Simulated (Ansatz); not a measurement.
AlN (P6_3mc), Ansatz (a program for electronic structure) with PBEsol, rigid bands: N_c = 4.18e18 cm⁻³ at 300 K and an electron conductivity mass of 0.310 mₑ along x (a = (3.11, 0.00, 0.00) Å; b = (-1.56, 2.70, 0.00) Å; c = (0.00, 0.00, 4.98) Å).

For 1e16 electrons per cm³ at 300 K, place the Fermi level, estimate the Seebeck coefficient of a parabolic band with constant τ, and give mobility and conductivity for τ = 5 fs.

The level lies k_BT ln(N_c/n) = 0.156 eV below the conduction-band minimum. S ≈ −(k_B/e)[ln(N_c/n) + 5/2] = -736 μV/K, against -734 μV/K from the full bands (mean over directions). μ = eτ/m = 28.4 cm²/(V·s) and σ = neμ = 0.0455 S/cm. τ is assumed, not computed.

Band transport and this doping are assumed; polarons and phonon drag are left out. Spin-orbit coupling is left out.
